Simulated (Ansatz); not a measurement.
Calculation: PBE (plane waves to 420 eV, PAW; Ansatz, an electronic-structure program).

Plane-averaged electrostatic potential energy along the normal, in eV from the Fermi level, for a constructed model of the (111) surface of fcc Pt, a layer of In in place of the third plane (bottom of the slab: a bare face, its two planes held):

(z (Å), V (eV)): (3.79, 5.70); (4.08, 5.70); (4.37, 5.70); (4.67, 5.70); (4.96, 5.69); (5.25, 5.68); (5.54, 5.66); (5.83, 5.62); (6.12, 5.51); (6.42, 5.26); (6.71, 4.70); (7.00, 3.39); (7.29, 0.16); (7.58, -7.99); (7.87, -17.75); (8.17, -23.11); (8.46, -21.11); (8.75, -12.99); (9.04, -3.64); (9.33, 0.18); (9.62, -1.85); (9.92, -10.10); (10.21, -19.26); (10.50, -23.50); (10.79, -20.47); (11.08, -11.85); (11.37, -2.87); (11.67, 0.34); (11.96, -1.58); (12.25, -9.56); (12.54, -18.89); (12.83, -23.60); (13.12, -21.11); (13.42, -12.92); (13.71, -4.12); (14.00, -1.13); (14.29, -3.35); (14.58, -9.82); (14.87, -15.91); (15.17, -18.50); (15.46, -17.30); (15.75, -12.34); (16.04, -5.44); (16.33, -1.52); (16.62, -2.75); (16.92, -10.39); (17.21, -19.34); (17.50, -23.61); (17.79, -20.62); (18.08, -12.01); (18.37, -2.85); (18.67, 0.79); (18.96, -0.51); (19.25, -7.96); (19.54, -17.60); (19.83, -23.00); (20.12, -21.00); (20.42, -12.72); (20.71, -2.88); (21.00, 2.46); (21.29, 4.42); (21.58, 5.25); (21.87, 5.60); (22.17, 5.76); (22.46, 5.82); (22.75, 5.85); (23.04, 5.86); (23.33, 5.87); (23.62, 5.87); (23.92, 5.87); (24.21, 5.87)

Slab: 6 atoms, 11.5 Å thick at the start; k 15x15x1, smearing 0.1 eV, dipole-corrected; 2 atoms held, the rest relaxed; start symmetry kept, larger cells not searched; no spin, no spin-orbit, no U. In PBE it lies 0.12 eV a 1x1 cell over the lowest computed structure of the same composition (a layer of In in place of the second plane).

The vacuum level lies 5.87 eV above the Fermi level over the top face and 5.70 eV above it under the bottom face.
